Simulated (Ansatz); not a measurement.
The parent structure is TiN in the rock salt structure (space group Fm-3m, No. 225; a = 4.204 Å). Axes: x, y, z lie along the cube axes.

Computed with DFT with PBEsol, PAW potentials and a 420 eV plane-wave cutoff in Ansatz (an electronic-structure program), no spin-orbit coupling.

Before the change:

* **Pressure**: 0.0 GPa
* **Shortest interatomic distance**: 2.102 Å

The change: uniaxial strain ε_yy = +0.73 %, all other strain components held at zero; the atoms relax in the strained cell.

Q: What does the calculation give for the energy relative to the base, pressure and shortest interatomic distance after the change?

A: The energy grows by 0.9 meV/atom; the pressure (mean of the normal stresses, compression positive) goes from zero to -2.1 GPa; the shortest interatomic distance is still 2.102 Å.

Without a gap, meshes like the base's 19×19×19 leave anisotropic stresses uncertain by several tenths of a GPa, and small strain energies with them. Whether these cells are dynamically stable was not tested. All final runs are without spin polarisation. An odd electron count without spin: TiN.
